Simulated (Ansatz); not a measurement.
A hypothetical phase is included: elements placed on a structure type, which no database files for this compound.

Evanescent states of MgO (Pm-3m, CsCl type, 2 atoms a cell, 9.1 Å³ an atom) along the normal of (001)

Computed with r2SCAN (plane waves, PAW; Ansatz, an electronic-structure program).

No gap correction and no spin-orbit coupling; mid-gap is the computed energy nearest the middle.

Energies count from the valence-band top; κ is the least over a 12×12 mesh across the current.

```json
[
 {"E (eV)": "0.09", "κ (1/Å)": "0.102", "where": "off Γ"},
 {"E (eV)": "0.26", "κ (1/Å)": "0.175", "where": "off Γ"},
 {"E (eV)": "0.42", "κ (1/Å)": "0.223", "where": "off Γ"},
 {"E (eV)": "0.59", "κ (1/Å)": "0.257", "where": "Γ"},
 {"E (eV)": "0.77", "κ (1/Å)": "0.263", "where": "Γ"},
 {"E (eV)": "0.94", "κ (1/Å)": "___", "where": "Γ"},
 {"E (eV)": "1.10", "κ (1/Å)": "___", "where": "Γ"},
 {"E (eV)": "1.27", "κ (1/Å)": "___", "where": "Γ"},
 {"E (eV)": "1.45", "κ (1/Å)": "___", "where": "Γ"},
 {"E (eV)": "1.61", "κ (1/Å)": "___", "where": "Γ"},
 {"E (eV)": "1.78", "κ (1/Å)": "___", "where": "Γ"},
 {"E (eV)": "1.96", "κ (1/Å)": "___", "where": "Γ"},
 {"E (eV)": "2.12", "κ (1/Å)": "___", "where": "Γ"},
 {"E (eV)": "2.29", "κ (1/Å)": "___", "where": "Γ"},
 {"E (eV)": "2.46", "κ (1/Å)": "___", "where": "Γ"},
 {"E (eV)": "2.63", "κ (1/Å)": "0.221", "where": "Γ"},
 {"E (eV)": "2.81", "κ (1/Å)": "0.202", "where": "Γ"},
 {"E (eV)": "2.98", "κ (1/Å)": "0.179", "where": "Γ"},
 {"E (eV)": "3.15", "κ (1/Å)": "0.147", "where": "Γ"},
 {"E (eV)": "3.31", "κ (1/Å)": "0.099", "where": "Γ"}
]
```

### Question
Fill in the missing entries.

### Answer

- 0.94, κ (1/Å): 0.267
- 1.10, κ (1/Å): 0.270
- 1.27, κ (1/Å): 0.272
- 1.45, κ (1/Å): 0.272
- 1.61, κ (1/Å): 0.270
- 1.78, κ (1/Å): 0.267
- 1.96, κ (1/Å): 0.262
- 2.12, κ (1/Å): 0.256
- 2.29, κ (1/Å): 0.247
- 2.46, κ (1/Å): 0.235
